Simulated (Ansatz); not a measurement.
## CoGe (model structure, started from the NbAs type, I4₁md, No. 109, 4 atoms in the cell): volume per atom by level of theory

No measured value is used here.

```
level (code)         value (Å³/atom)
-------------------  ---------------
PBE (Ansatz)                   13.11
PBEsol (Ansatz)                12.52
PBE-D3(BJ) (Ansatz)            12.61
```

PBE, PBEsol, PBE-D3(BJ): the starting moments vanished in the run, and other orders were not tried. Ansatz's density-functional and Hartree–Fock values are scalar-relativistic unless marked +SOC, with PAW data made under PBE.

A model structure was made by putting elements into a prototype or built by hand; it is no filed structure, need not be a known phase, and can be a saddle point held by its symmetry.

Ansatz is a first-principles code.
